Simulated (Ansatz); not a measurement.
Results of PBEsol (PAW; Ansatz, a program for electronic structure) for BeS (model structure, started from the h-BN type, P6₃/mmc, No. 194, 4 atoms in the cell).

Numerical settings: plane-wave cutoff 500 eV, 18×18×6 k mesh (along the axes of the cell as run), Fermi–Dirac smearing 0.05 eV, scalar-relativistic PAW data made under PBE.

Cell (relaxed at this level):

Space group P6₃/mmc (No. 194); a = 3.472 Å, b = 3.472 Å, c = 6.210 Å, α = 90.00°, β = 90.00°, γ = 120.00°

| atom | site | symmetry | x | y | z |
|---|---|---|---|---|---|
| Be | 2c | -6m2 | 0.3333 | 0.6667 | 0.2500 |
| S | 2d | -6m2 | 0.6667 | 0.3333 | 0.2500 |

What does this level give for the band gap?


- band gap = 3.27 eV (on the SCF k mesh)

Note: the relaxation could raise the start's symmetry but not lower it, so the cell can be a saddle point; the cell has widely spaced layers and the level no dispersion term, so their spacing and the moduli can rest on weak binding.

The computed numbers hold no vibrational or temperature effects.

It cost very roughly 80 core-seconds of CPU time.

A model structure was made by putting elements into a prototype or built by hand; it is no filed structure, need not be a known phase, and can be a saddle point held by its symmetry.
